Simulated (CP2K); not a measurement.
Worked example: self-consistent single point of Al (Fm-3m, 1 atom in the cell) in CP2K.

Method: PBE, GPW, DZVP-MOLOPT-SR-GTH basis, GTH-PBE potentials (GTH_POTENTIALS) run with CP2K.

The change in words: lattice scaled by 0.98. Reference geometry:
```yaml
crystal:
  lattice:
    - [2.91593, 0.00000, 0.00000]
    - [1.45796, 2.52527, 0.00000]
    - [1.45796, 0.84176, 2.38085]
  atoms:
    - { symbol: Al, position: [0.00000, 0.00000, 0.00000] }
```

Reference input (self-consistent single point, DFT PBE, GPW, DZVP-MOLOPT-SR-GTH basis, GTH-PBE potentials (GTH_POTENTIALS)): CUTOFF = 400 Ry; REL_CUTOFF = 40 Ry; SMEAR/METHOD = GAUSSIAN; SIGMA = 0.05 eV; KPOINTS/SCHEME = MONKHORST-PACK 11 11 11; XC_FUNCTIONAL = PBE; Al/BASIS_SET = DZVP-MOLOPT-SR-GTH; Al/POTENTIAL = GTH-PBE-q3; METHOD = GPW; EPS_DEFAULT = 1e-10; NGRIDS = 5; SCF_GUESS = ATOMIC. This run's input differs from it in these lines:

```diff
@@ -63,4 +63,4 @@
     &CELL
-      ABC 2.91593000 2.91593047 2.91593025
-      ALPHA_BETA_GAMMA 59.99999451 60.00000284 60.00000535
+      ABC 2.85761200 2.85761236 2.85761260
+      ALPHA_BETA_GAMMA 59.99999892 60.00000698 60.00000415
       PERIODIC XYZ
```

The program printed (abridged):

```
 SCF WAVEFUNCTION OPTIMIZATION

  Step     Update method      Time    Convergence         Total energy    Change
     1 NoMix/Diag. 0.30E+00      -     0.93347553        -2.2090787814 -2.21E+00
     2 Broy./Diag. 0.30E+00      -     0.00384284        -2.1555946287  5.35E-02
     3 Broy./Diag. 0.30E+00      -     0.01268016        -2.0774588185  7.81E-02
     4 Broy./Diag. 0.30E+00      -     0.00027241        -2.0742106021  3.25E-03
     5 Broy./Diag. 0.30E+00      -     0.00039482        -2.0717936585  2.42E-03
     6 Broy./Diag. 0.30E+00      -     0.00000363        -2.0717469441  4.67E-05
     7 Broy./Diag. 0.30E+00      -     0.00000729        -2.0717461853  7.59E-07
     8 Broy./Diag. 0.30E+00      -     0.00000086        -2.0717456347  5.51E-07
  *** SCF run converged in     8 steps ***

  Overlap energy of the core charge distribution:               0.00000000000000
  Self energy of the core charge distribution:                 -5.64189583547756
  Core Hamiltonian energy:                                      1.18549695368534
  Hartree energy:                                               3.18881273103755
  Exchange-correlation energy:                                 -0.80410719321392
  Smearing free energy correction:                             -0.00005229075138
  Fermi energy:                                                 0.26014414407786

  Total energy:                                                -2.07174563472027
  Total energy (extrapolated to sigma->0):                     -2.07171948934458

                     Mulliken Population Analysis

   [... lines left out ...]

 STRESS| Analytical stress tensor [bar]
 STRESS|                        x                   y                   z
 STRESS|      x       -3.76503763668E+03   1.20605380686E-02   7.63382427966E-03
 STRESS|      y        1.20605380686E-02  -3.76393802189E+03   5.38287579481E-01
 STRESS|      z        7.63382427966E-03   5.38287579481E-01  -3.76318132571E+03
 STRESS| 1/3 Trace                                            -3.76405232810E+03
```

The run converged in 8 iterations. Against the reference run the free energy goes down by 16.1 meV/atom and the pressure goes from -4.41 to -0.38 GPa.

The starting cell comes from a database of computed structures (which also holds hypothetical and non-ambient phases and stackings), without a prior relaxation at this level. Its lattice was rescaled by a random factor within 2.5 % of one. For this run, on top of that: lattice scaled by 0.98. Values carry the incompleteness of an atom-centred basis.
